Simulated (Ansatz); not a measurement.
Take Pd in the fcc (Cu type) structure (space group Fm-3m, No. 225; a = 3.8777 Å; relaxed with 0.1 eV smearing) as the base. Axes: x, y, z lie along the cube axes.

Modification: uniaxial strain ε_zz = −0.83 %, all other strain components held at zero, atoms relaxed at fixed cell.

Levels (all Ansatz, a program for electronic structure, PAW): PBEsol (420 eV, without spin-orbit coupling); r2SCAN (500 eV, no spin-orbit coupling).

The geometry is relaxed with PBEsol.

- PBEsol pressure: 1.7 GPa

What does r2SCAN give at this geometry for the pressure?

The pressure increases by 5.0 GPa, from 1.7 GPa to 6.7 GPa.

Single points use the geometry relaxed with PBEsol. Their cutoffs differ, which shifts pressures a little. Stability against distortions was not tested. All final runs are without spin polarisation. Pd has a high density of states at the Fermi level and may be magnetic at this level.
